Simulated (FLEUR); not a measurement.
FLEUR is run on WC (P-6m2, 2 atoms in the cell), and the run fails. The aim is a self-consistent single point with DFT, PBE, all-electron FLAPW (FLEUR), scalar-relativistic valence.

Cell that was meant: a = 2.9166 Å, b = 2.9166 Å, c = 2.8394 Å, α = 90.00°, β = 90.00°, γ = 120.00°.

Part of the input:

```xml
   </comment>
   <calculationSetup>
      <cutoffs Kmax="4.3" Gmax="15.0" GmaxXC="15.0" numbands="0"/>
      <scfLoop itmax="3" minDistance="0.00001" maxIterBroyd="15" imix="Anderson" alpha="0.05" precondParam="0.0" spinf="2.0"/>
      <coreElectrons ctail="T" frcor="F" kcrel="0" coretail_lmax="0"/>
      <xcFunctional name="pbe" relativisticCorrections="F"/>
      <magnetism jspins="1"/>
```

The program printed (abridged):

```
 Iteration:     1   Distance:      26.01063972 me/bohr^3
 Iteration:     2   Distance:      22.24203018 me/bohr^3
 Iteration:     3   Distance:       9.35251531 me/bohr^3
 Run finished successfully
 Stop message:
   all done

[file out, last iteration]
             iter=      3
[...]
          total density-effective poten   -2.8157687595E+04
          total charge density-energy d   -3.3082837462E+02
 Updated energy parameters for spin:           1
[...]
 fermi energy and band-weighting factors:

[...]
FERMIE:
   [... lines left out ...]
          first approx. to ef    (T=0)  :   0.580702 htr   (energy of the highest occ. eigenvalue)
          total moment                 =     0.00000
 Direct bandgap for spin            1 :    2.9633571654646307E-002  Htr
   [... lines left out ...]
 ---->    (input%tkb*entropy) TS=              0.0000000000 htr
 ---->    free energy=                    -16204.2606106154 htr
      extrapolation for T->0
 ---->    total electron energy=          -16204.2606106154 htr
 ***** TOTAL FORCES ON ATOMS *****
 TOTAL FORCE FOR ATOM TYPE=  1  X=  0.000   Y=  0.000   Z=  0.000
                       FX_TOT= 0.000000 FY_TOT= 0.000000 FZ_TOT= 0.000000
 TOTAL FORCE FOR ATOM TYPE=  2  X= -2.756   Y=  1.591   Z=  2.683
                       FX_TOT= 0.000000 FY_TOT= 0.000000 FZ_TOT= 0.000000
No new postions, force convergence required= 0.00001; max force distance= 0.00000
---->    distance of charge densities for spin  1                 it=    3:     9.352515 me/bohr**3
GENERALIZED ANDERSON MIXING: alpha=   0.05000 History-length=2
     ******* it=  3  is completed********
```

**Question.** Diagnose the run.

**Answer.** The fault is an iteration limit that is too low. The loop is cut before its threshold is met, so whatever is printed at the end is not self-consistent. To fix it, raise the limit, or leave it to the default. The run ended unconverged after 3 iterations.

The sound input it was made from differs as follows (other fixes are possible):
```diff
-      <scfLoop itmax="3" minDistance="0.00001" maxIterBroyd="15" imix="Anderson" alpha="0.05" precondParam="0.0" spinf="2.0"/>
+      <scfLoop itmax="100" minDistance="0.00001" maxIterBroyd="15" imix="Anderson" alpha="0.05" precondParam="0.0" spinf="2.0"/>
```

With that input, the run converged in 15 iterations: total energy -440940.2888 eV; Fermi level (on the code's own zero) 16.41 eV (DFT, PBE, all-electron FLAPW (FLEUR), scalar-relativistic valence).

On the sound input: the starting cell comes from a database of computed structures (which also holds hypothetical and non-ambient phases and stackings), without a prior relaxation at this level. Spin-orbit coupling is off. Spin polarisation is off. Values depend on the basis (sphere radii, cutoffs, local orbitals), which need not be converged. The log's line on a gap gives a spacing of levels on this mesh, which the program prints for metals too.
